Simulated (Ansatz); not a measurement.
**H2O on the 1x1 (100) surface of monoclinic HfO2 (cut with top plane 2 O), one in a 1x1 cell, started at the site 'hollow O-O-O'**

Host crystal: monoclinic HfO2, with a band gap (PBE, scalar-relativistic without spin-orbit coupling).

Calculation: r2SCAN, at the PBE geometry (plane waves to 500 eV, PAW; Ansatz, a program for electronic structure).

Slab: 27 atoms, 9.3 Å thick at the start under the adsorbate (thin: gaps and levels are the slab's own); k 4x4x1, smearing 0.01 eV, dipole-corrected; single point; no symmetry held, on the structure that PBE left; no spin, no spin-orbit, no U, no dispersion correction. At the end it is bonded to Hf + O. In PBE it is, or lies within 0.03 eV of, the lowest of the starts that converged; the order may differ at this level.

```
Quantity                                                                                                                                                                 Value
--------------------------------------------------------------------------------------------  --------------------------------------------------------------------------------
energy of the end state, in which the adsorbate came apart, against H2O(g) at the same level                                                                          -1.89 eV
gap of the slab on its k-mesh                                                                                                                                          4.21 eV
highest filled level below the top vacuum level                                                                                                                        6.52 eV
change of the step from the bottom to the top vacuum level, against the clean slab                                                                                    -1.05 eV
height of the binding atom over the mean of the host atoms within 0.3 Å of the top one                                                                                 0.629 Å
caution                                                                                       the clean host was not checked against rearrangement in a larger or rattled cell
note                                                                                                           in the relaxation the adsorbate left its starting site by 1.2 Å
cost                                                                                                                                     about 8 core-minutes (a rough figure)
```

A negative adsorption energy means that the adsorbate is more stable on the surface than in its reference.
